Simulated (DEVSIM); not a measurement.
Device: abrupt Si p-n junction, at 300 K.

Layer 1 from the left is Si, thickness (μm) 0.420, Na (cm⁻³) 1.4e17, τn (s) 0.0001, τp (s) 0.0001. Layer 2 from the left is Si, thickness (μm) 6.90, Nd (cm⁻³) 1.6e15, τn (s) 0.0001, τp (s) 0.0001.

Left contact: ohmic. Right contact: ohmic. Voltage is applied to the left contact. Recombination: SRH at mid-gap, Auger. Mobility is μmin + (μ − μmin)/(1 + (N/Nref)^α).

The device is made up for the run: typed textbook-type constants, with dimensions and the other settings drawn at random. Values at 300 K.

Si: gap (eV) 1.124, affinity (eV) 4.05, permittivity 11.7, Nc (cm⁻³) 2.86e19, Nv (cm⁻³) 3.1e19, μn (cm²/Vs) 1417, μp (cm²/Vs) 470, μn,min 52, μp,min 45, Nref,n 9.7e16, Nref,p 2.2e17, αn 0.68, αp 0.72, Cn (cm⁶/s) 2.8e-31, Cp (cm⁶/s) 9.9e-32.

DEVSIM, 1D drift-diffusion, Boltzmann statistics, complete ionisation; no tunnelling, impact ionisation, image-force lowering or self-heating.

Dark forward current:

```
|V| (V)  |J| (A/cm²)
-------  -----------
0.05        1.754e-9
0.10        1.334e-8
0.15        9.191e-8
0.20        6.298e-7
0.25        4.324e-6
0.30        2.973e-5
0.35       0.0002045
0.40        0.001406
0.45        0.009654
0.50         0.06597
0.55          0.4393
0.60           2.627
0.65           12.44
0.70           44.83
0.75           123.4
0.80           268.5
0.85           489.4
0.90           785.7
0.95            1151
1.00            1574
1.05            2043
```

### Question
Work out the local ideality factor n = ΔV / (kT/q · ln(J2/J1)) between the rows 0.15 and 0.20 V, 0.30 and 0.35 V, 1.00 and 1.05 V.

### Answer
kT/q = 25.85 mV. From 0.15 to 0.20 V: ln(6.298e-7/9.191e-8) = 1.925, n = 1.01, near the 1 of diffusion or emission over a barrier. From 0.30 to 0.35 V: ln(0.0002045/2.973e-5) = 1.928, n = 1.00, near the 1 of diffusion or emission over a barrier. From 1.00 to 1.05 V: ln(2043/1574) = 0.261, n = 7.42.

### Question
Estimate the current at 0.35 V from the Shockley equation with J0 = Σ q ni² D/(N L) coth(W/L), τ joining the SRH, radiative and Auger lifetimes that are on, and W taken as the whole layer.

### Answer
ni² = 1.16e20 cm⁻⁶; electrons in the p layer: μ = 650 cm²/Vs, D = 16.8 cm²/s, τ = 8.37e-5 s, L = 375 μm, W/L = 0.0011, term 5.30e-11 A/cm²; holes in the n layer: μ = 458 cm²/Vs, D = 11.8 cm²/s, τ = 1.00e-4 s, L = 344 μm, W/L = 0.020, term 1.99e-10 A/cm². J0 = 2.52e-10 A/cm², and J = J0 exp(qV/kT) = 0.000191 A/cm². The simulation gives 0.000205 A/cm²; the estimate lies 6.4 % below. The estimate leaves out recombination in the depletion region and that region's share of W.
